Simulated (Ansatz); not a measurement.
Slab thickness and the (10-10) surface of wurtzite GaN: the same face, mesh and vacuum, all atoms relaxed in the 1x1 cell under the symmetry of the ideal cut; the real face may buckle or reconstruct.

Host crystal: wurtzite GaN, with a band gap (PBE, scalar-relativistic without spin-orbit coupling).

Level of theory: PBE (plane waves to 420 eV, PAW; Ansatz, an electronic-structure program).

```csv
atoms,thickness (Å),γ (J/m²),"work function, top face (eV)",rough cost
8,3.7,…,–,roughly 80 core-seconds
12,6.5,…,–,around 100 core-seconds (rough)
16,9.3,1.55,–,very roughly 2.4 core-minutes
20,12.0,1.56,–,very roughly 7 core-minutes
24,14.8,1.56,–,around 9 core-minutes (rough)
28,17.6,1.56,–,very roughly 12 core-minutes
36,23.2,1.56,–,roughly 15 core-minutes
44,28.8,1.56,–,around 15 core-minutes (rough)
```

Question: What belongs in the gaps?

Answer: 
- 8, γ (J/m²): 1.40
- 12, γ (J/m²): 1.53
